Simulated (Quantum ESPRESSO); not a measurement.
Quantum ESPRESSO run on Mg7GeN6 (Ibam, 28 atoms in the cell): self-consistent single point.

Method of the run: LDA (PZ), GBRV 1.5 ultrasoft (LDA) pseudopotentials (plane waves; Quantum ESPRESSO).

The input file:

```fortran
&CONTROL
  calculation = 'scf'
  prefix = 'pwscf'
  outdir = './out'
  pseudo_dir = './'
  tprnfor = .true.
  tstress = .true.
/
&SYSTEM
  ibrav = 0
  nat = 28
  ntyp = 3
  ecutwfc = 50
  ecutrho = 250
  occupations = 'smearing'
  smearing = 'gaussian'
  degauss = 0.00147
/
&ELECTRONS
  conv_thr = 1.0d-10
  mixing_beta = 0.7
/
ATOMIC_SPECIES
Mg    24.3050  mg_lda_v1.4.uspp.F.UPF
Ge    72.6300  ge_lda_v1.4.uspp.F.UPF
N     14.0070  n_lda_v1.2.uspp.F.UPF
ATOMIC_POSITIONS {bohr}
Mg    2.163764399    8.618220322   10.539148106
Mg    2.796949982    0.765934736    0.000000000
Mg    2.163764399   10.150089793    0.000000000
Mg    2.796949982   -0.765934736   10.539148106
Mg    4.080782864    5.034786871    2.460258734
Mg    0.879931517    4.349368186    8.078889372
Mg    0.879931517    4.349368186   12.999406840
Mg    4.080782864    5.034786871   -2.460258734
Mg    4.080782864   -5.034786871    8.078889372
Mg    0.879931517   14.418941929    2.460258734
Mg    5.840645897    5.034786871    8.078889372
Mg   -0.879931517    4.349368186    2.460258734
Mg    0.000000000    9.384155057    5.269574053
Mg    4.960714381    0.000000000    5.269574053
Ge    0.000000000    0.000000000   15.808722159
Ge    0.000000000    0.000000000    5.269574053
N     2.915411842    7.345541213    6.997572776
N     2.045302539    2.038613845    3.541575330
N    -2.915411842   11.422768902    6.997572776
N     7.876126222   -2.038613845    3.541575330
N     2.915411842   11.422768902    3.541575330
N     2.045302539   -2.038613845    6.997572776
N     2.045302539   -2.038613845   14.080723435
N     2.915411842   11.422768902   -3.541575330
N     1.416184741    6.471313328    0.000000000
N     3.544529639    2.912841730   10.539148106
N     6.376899122    2.912841730    0.000000000
N    -1.416184741    6.471313328   10.539148106
K_POINTS {automatic}
3 3 3  0 0 0
CELL_PARAMETERS {angstrom}
  -2.625097000     4.965881000     5.577077000
   2.625097000    -4.965881000     5.577077000
   2.625097000     4.965881000    -5.577077000
```

Output, abridged:

```
     Self-consistent Calculation

     iteration #  1     ecut=    50.00 Ry     beta= 0.70

     total energy              =   -2415.98296148 Ry
     estimated scf accuracy    <       9.37464463 Ry

     iteration #  2     ecut=    50.00 Ry     beta= 0.70

     total energy              =   -2418.15931650 Ry
     estimated scf accuracy    <      10.84413738 Ry

     iteration #  3     ecut=    50.00 Ry     beta= 0.70

     total energy              =   -2420.18726112 Ry
     estimated scf accuracy    <       0.53861101 Ry

   [... 6 blocks of this kind left out ...]

     iteration # 10     ecut=    50.00 Ry     beta= 0.70

     total energy              =   -2420.29481155 Ry
     estimated scf accuracy    <          2.5E-09 Ry

     iteration # 11     ecut=    50.00 Ry     beta= 0.70
     End of self-consistent calculation

   [... 15 lines left out ...]

   [... 15 lines left out ...]

     the Fermi energy is    10.5150 ev

!    total energy              =   -2420.29481155 Ry
     estimated scf accuracy    <          8.3E-11 Ry
     smearing contrib. (-TS)   =      -0.00000000 Ry
     internal energy E=F+TS    =   -2420.29481155 Ry

     convergence has been achieved in  11 iterations

     Forces acting on atoms (cartesian axes, Ry/au):

     atom    1 type  1   force =     0.00684305   -0.00739797    0.00000000
     atom    2 type  1   force =    -0.00684305    0.00739797    0.00000000
     atom    3 type  1   force =     0.00684305    0.00739797   -0.00000000
     atom    4 type  1   force =    -0.00684305   -0.00739797   -0.00000000
   [... lines left out ...]

     Total force =     0.105205     Total SCF correction =     0.000040

          total   stress  (Ry/bohr**3)                   (kbar)     P=      169.04
   0.00124234   0.00000000   0.00000000          182.75        0.00        0.00
   0.00000000   0.00121452   0.00000000            0.00      178.66        0.00
   0.00000000   0.00000000   0.00099052            0.00        0.00      145.71

   JOB DONE.
```

The run converged in 11 iterations. For comparison: a first run was changed to give this one (lattice scaled by 0.97), and from it to this one the free energy goes up by 52.8 meV/atom, the pressure goes from 0.86 to 16.90 GPa, the largest force goes from 0.158 to 0.872 eV/Å and the gap on the mesh goes from 1.867 to 2.346 eV.

The starting cell comes from a database of computed structures (which also holds hypothetical and non-ambient phases and stackings), without a prior relaxation at this level. Its lattice was rescaled by a random factor within 2.5 % of one. For this run, on top of that: lattice scaled by 0.97.

Cost on one core of a shared machine: roughly 10 min.
